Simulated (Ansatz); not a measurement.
Cell and atoms of amorphous Si₂₄O₅₁Sb₂:

```
CELL_PARAMETERS angstrom
     10.32482    -0.34273    -0.08132
     -0.34273    10.91719     0.24664
     -0.08132     0.24664    10.43202
ATOMIC_POSITIONS crystal
  Si 0.10291 0.97041 0.54174
  Si 0.03680 0.21986 0.35305
  Si 0.89624 0.93646 0.35335
  Si 0.80620 0.17256 0.47548
  Si 0.68742 0.39504 0.99239
  Si 0.10046 0.78315 0.97310
  Si 0.99634 0.52016 0.68739
  Si 0.39362 0.91859 0.32563
  Si 0.54059 0.46128 0.77542
  Si 0.36538 0.07254 0.67521
  Si 0.42360 0.48292 0.03286
  Si 0.89902 0.06783 0.73173
  Si 0.31460 0.77295 0.56438
  Si 0.75473 0.79043 0.16795
  Si 0.82631 0.87575 0.91542
  Si 0.19048 0.52395 0.57592
  Si 0.77666 0.62095 0.81765
  Si 0.37456 0.31967 0.59016
  Si 0.36004 0.83643 0.83341
  Si 0.14115 0.96953 0.18631
  Si 0.91780 0.57904 0.07901
  Si 0.47062 0.74885 0.09741
  Si 0.92673 0.31732 0.11244
  Si 0.52045 0.14157 0.45923
  O  0.79118 0.97100 0.80106
  O  0.77544 0.29392 0.05774
  O  0.81448 0.05236 0.39069
  O  0.77563 0.83936 0.30997
  O  0.24110 0.94707 0.30861
  O  0.39669 0.77255 0.70153
  O  0.62676 0.35809 0.85396
  O  0.24309 0.38858 0.55683
  O  0.39262 0.61204 0.09696
  O  0.36441 0.98608 0.80662
  O  0.92630 0.45750 0.17044
  O  0.97995 0.88281 0.47125
  O  0.24948 0.04795 0.57446
  O  0.29184 0.62972 0.52040
  O  0.79926 0.52588 0.95832
  O  0.64851 0.57335 0.74244
  O  0.42928 0.84795 0.19824
  O  0.61636 0.71778 0.14184
  O  0.75005 0.74594 0.88013
  O  0.35773 0.21834 0.71091
  O  0.31413 0.37552 0.07069
  O  0.16492 0.30683 0.30669
  O  0.92542 0.27593 0.44206
  O  0.03457 0.52673 0.53259
  O  0.85927 0.68612 0.15298
  O  0.94133 0.38956 0.75042
  O  0.48502 0.42180 0.63805
  O  0.43146 0.50136 0.87445
  O  0.41301 0.83475 0.45496
  O  0.57266 0.44216 0.07900
  O  0.07850 0.09348 0.42343
  O  0.98123 0.85858 0.91559
  O  0.15377 0.53906 0.73061
  O  0.50421 0.06688 0.59839
  O  0.17832 0.83418 0.57540
  O  0.16061 0.85274 0.09628
  O  0.81220 0.14327 0.62837
  O  0.98905 0.95631 0.22550
  O  0.46149 0.80918 0.95156
  O  0.02206 0.00967 0.66971
  O  0.03544 0.33955 0.00416
  O  0.18643 0.10449 0.11880
  O  0.21527 0.77987 0.87150
  O  0.48166 0.04968 0.34142
  O  0.95131 0.15059 0.85013
  O  0.04456 0.63783 0.00371
  O  0.77485 0.90212 0.05733
  O  0.90424 0.62662 0.73090
  O  0.42055 0.25546 0.46081
  O  0.95230 0.20878 0.21576
  O  0.66071 0.21579 0.43996
  Sb 0.30222 0.23663 0.20583
  Sb 0.08071 0.28828 0.83508
```

Methods: PBE, scalar-relativistic without spin-orbit coupling (Ansatz, a quantum-chemistry and plane-wave program); r2SCAN, scalar-relativistic without spin-orbit coupling (Ansatz); HSE06, scalar-relativistic without spin-orbit coupling (Ansatz). Neutral PBE cell, which sets geometry, pressure and energy: sampling: a 2×2×2 Γ-centred mesh; Fermi-Dirac width 0.02 eV; no spin polarisation. Exact exchange is cut at the faces of this 10 Å cell, which leaves hybrid gaps a finite-size error.

A CHGNet melt-quench gave the starting glass, which DFT then relaxed. O atoms were pushed apart under 1.9 Å during the dynamics, to hinder bonds among them. The hot cell started wider than the set density and was brought back towards it in steps. It is the lowest in DFT energy of 2 quenches. It is a model cell: composition and starting density were chosen by hand, and all elements were melted together. No dispersion term was used. Its density started from a set value of 2.45 and ended at 2.45 g/cm³. The quench (nominally 400 K/ps over its main leg) was far faster than any real one, so the model tends to hold more defects than a real film. A cell of this size samples the disorder only roughly. The volume was held where the preparation left it and the shape relaxed.

Problem. Give the pressure and the spacing of the highest filled and lowest empty levels.

Solution. 
```json
{
  "Pressure on a 2×2×2 Γ-centred mesh": "1.91 GPa",
  "Largest force and stress component on that mesh (the relaxation ran on the zone centre alone)": "0.02 eV/Å and 2.0 GPa",
  "Level gap on a 2×2×2 Γ-centred mesh (PBE)": "4.33 eV",
  "Level gap at the zone centre (PBE)": "4.38 eV",
  "Level gap at the zone centre (r2SCAN)": "4.94 eV",
  "Level gap at the zone centre (HSE06)": "6.08 eV",
  "Distance between the nearest levels spread over more than a fifth of the atoms or a third of the atoms of their main element (six at least) (PBE, zone centre)": "4.76 eV"
}
```

Problem. At PBE and the zone centre, how localised are the states just below and above the Fermi level (participation number: the atoms over which a state spreads)?

Solution. The highest filled state is spread over 5.4 atoms' worth, largest on O59, with weights by element (charge in smoothed Voronoi cells) O 0.95, Si 0.05, Sb 0.00. The lowest empty state is spread over 32.2 atoms' worth, largest on Sb76, with weights by element (charge in smoothed Voronoi cells) O 0.64, Si 0.23, Sb 0.13.

At PBE the levels at the filled edge of the gap are localised (band-tail or defect states), and the nearest spread-out levels lie 4.8 eV apart at the zone centre.

Bonds are counted up to Si-Si 2.60 Å, Si-O 1.98 Å, Si-Sb 2.92 Å, O-O 1.58 Å, O-Sb 2.46 Å, Sb-Sb 3.25 Å. Two cations that share two anions don't count as bonded, nor two that share one unless they lie closer than Si-Si 2.38 Å, Si-Sb 2.68 Å, Sb-Sb 2.97 Å.

Added carriers, by PBE, scalar-relativistic without spin-orbit coupling (Ansatz) on the zone centre alone. Charged cells keep the cell fixed and stand in a uniform background, with no image correction, at a width of 0.01 eV; where the count is odd the moment is locked at 1 μB, unless the neutral cell bore moments. Each starts from the undistorted neutral geometry alone. PBE's self-interaction favours spread-out carriers, so it can miss traps that a hybrid finds.

Problem. What happens at PBE when the cell takes an extra electron and the atoms relax?

Solution. Relaxation lowers the charged cell by 1.03 eV. The largest moves are Sb76 0.86 Å, O66 0.59 Å, O60 0.52 Å, O45 0.49 Å. The level that holds the added charge spreads over 4.0 atoms' worth, most on Sb76 (weight 0.46): a localised (trapped) carrier, which neighbours of that atom can share. No bond crosses its cut-off with a change of over 0.15 Å. Made neutral again at that geometry, the cell lies +1.63 eV from the neutral start.

Problem. What happens at PBE when the cell takes a hole and the atoms relax?

Solution. Relaxation lowers the charged cell by 0.21 eV. The largest moves are O37 0.14 Å, O38 0.12 Å, O59 0.11 Å, Si1 0.11 Å. The level that was emptied spreads over 4.4 atoms' worth, most on O59 (weight 0.35): a localised (trapped) carrier, which neighbours of that atom can share. No bond crosses its cut-off with a change of over 0.15 Å. Made neutral again at that geometry, the cell lies +0.70 eV from the neutral start.
